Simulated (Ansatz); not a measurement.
The parent structure is KF in the rock salt structure (space group Fm-3m, No. 225; a = 5.318 Å). Axes: x, y, z lie along the cube axes.

Computed with Ansatz (a program for electronic structure), r2SCAN, PAW, cutoff 500 eV, spin-orbit coupling left out.

For the base:

```
Item       Result
--------  -------
Band gap  6.91 eV
```

The change: a free-standing slab of 6 layers (12 atoms, 2 a layer) is cut normal to the z axis, with 15 Å of vacuum and the in-plane cell held at bulk.

Problem. Estimate the effect on the change of the spacing d23 from its bulk value of 2.659 Å, gap character, excess energy per area of both faces, band gap and change of the spacing d12 from its bulk value of 2.659 Å.

Solution. The change of the spacing d23 from its bulk value of 2.659 Å comes out as +0.3 %; the gap character is direct at Γ; the excess energy per area of both faces (slab less bulk energy over the cell's area: twice a surface energy) is 0.46 J/m²; the band gap falls by 0.845 eV, from 6.91 eV to 6.06 eV; the change of the spacing d12 from its bulk value of 2.659 Å comes out as -1.0 %.

The excess energy carries the mismatch between the slab's and the bulk's meshes. No phonon test of stability was made. k-point labels follow each cell's own Brillouin zone.
